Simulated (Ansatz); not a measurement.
LiF (Fm-3m) under biaxial stress in (001) (compression positive): electron conductivity mass by r2SCAN, rigid bands (plane waves, PAW, scalar-relativistic; Ansatz, an electronic-structure program). The unloaded cell, whose axes the loads refer to:

```cif
data_F4Li4
_chemical_formula_sum 'Li4 F4'
_space_group_name_H-M_alt 'Fm-3m'
_space_group_IT_number 225
_space_group_name_Hall '-F 4 2 3'
_cell_length_a 4.00789
_cell_length_b 4.00789
_cell_length_c 4.00789
_cell_angle_alpha 90.000
_cell_angle_beta 90.000
_cell_angle_gamma 90.000
loop_
_atom_site_label
_atom_site_type_symbol
_atom_site_symmetry_multiplicity
_atom_site_Wyckoff_symbol
_atom_site_fract_x
_atom_site_fract_y
_atom_site_fract_z
_atom_site_occupancy
Li1 Li 4 a 0.00000 0.00000 0.00000 1
F1 F 4 b 0.50000 0.50000 0.50000 1
```
(The calculation used a cell of 2 atoms; values per cell refer to that cell.)

| biaxial stress in (001) (compression positive) (GPa) | volume per atom (Å³) | electron conductivity mass (mₑ) |
|---|---|---|
| -3.6 | 8.39 | 0.863 |
| -2.4 | 8.25 | 0.873 |
| -1.2 | 8.14 | 0.881 |
| 0 | 8.05 | 0.887 |
| 1.2 | 7.96 | 0.895 |
| 2.4 | 7.89 | 0.901 |
| 3.6 | 7.82 | ? |

Fit a straight line to ln(electron conductivity mass) against the load over the rows given, and predict the row at 3.6 GPa.

The means are x̄ = -0.600 GPa and ȳ = -0.1242; Σ(x − x̄)(y − ȳ) = 0.1781 and Σ(x − x̄)² = 25.20, so the slope is 0.707 % per GPa, and the rows given lie within 0.20 % of the line. At 3.6 GPa the line gives 0.910 mₑ; the calculation gives 0.907 mₑ, 0.31 % from it.

Masses are for dilute carriers at 300 K, harmonic means over directions unless an axis is named. Spin-orbit coupling is left out. Stresses and pressures are the targets of the relaxation. The structure type is held at every load. Geometry: cell and atoms relaxed with PBEsol.
